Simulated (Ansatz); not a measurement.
Work function of faces of bcc Na in PBE and in r2SCAN, in Ansatz (plane waves, PAW). Symmetric slabs relaxed with PBE from ideal cuts in 1x1 cells (the lowest computed cut and spin start of each face; real faces may reconstruct in larger cells); r2SCAN values are single points on them, with the bulk at the same level. No spin-orbit coupling, no U.

| face | PBE (eV) | r2SCAN (eV) |
|---|---|---|
| (100) | 2.67 | 2.66 |
| (110) | 2.84 | 2.85 |
| (111) | 2.62 | 2.62 |
| (210) | 2.75 | ? |
| (221) | 2.68 | 2.68 |
| (320) | 2.77 | 2.77 |

Fit a straight line y = a·x + b by least squares to the 5 complete rows (x: PBE (eV); y: r2SCAN (eV)).

the means are x̄ = 2.7160 and ȳ = 2.7160; Σ(x − x̄)² = 0.030920 and Σ(x − x̄)(y − ȳ) = 0.032620, so a = 1.055 and b = ȳ − a·x̄ = -0.149. The largest residual is 0.007.

What does the line predict for the withheld row, (210), and what did the calculation give?

the line gives 2.75; the calculation gave 2.75, a miss of 0.00, of the size of the fitted rows' scatter and rounding.

Ansatz is a quantum-chemistry and plane-wave program.
